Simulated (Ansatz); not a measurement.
# Rh under a change: isotropic strain +1.50 %

The reference is Rh in the fcc (Cu type) structure (space group Fm-3m, No. 225; a = 3.832 Å; relaxed with 0.1 eV smearing).

Now apply this change: the cell is scaled by 1.0150 in all directions; the atoms relax in the strained cell.

Calculations: Ansatz (a quantum-chemistry and plane-wave program) PBE, no spin-orbit coupling. k-mesh 29×29×29 (Γ-centred); smearing 0.1 eV (Fermi–Dirac).

| quantity | base | changed | shift |
|---|---|---|---|
| volume per atom | 14.07 Å³ | 14.71 Å³ | +0.64 Å³ |
| shortest interatomic distance | 2.710 Å | 2.750 Å | +0.0406 Å |
| energy relative to the base (free energy F) | 0 meV/atom | +21 meV/atom | +21 meV/atom |
| pressure | 0.0 GPa | -10.1 GPa | -10.1 GPa |
| band gap | zero | zero | – |

Stability against distortions was not tested. The final runs are not spin-polarised. Rh lies near a magnetic instability that expansion can trigger; it was not tested.
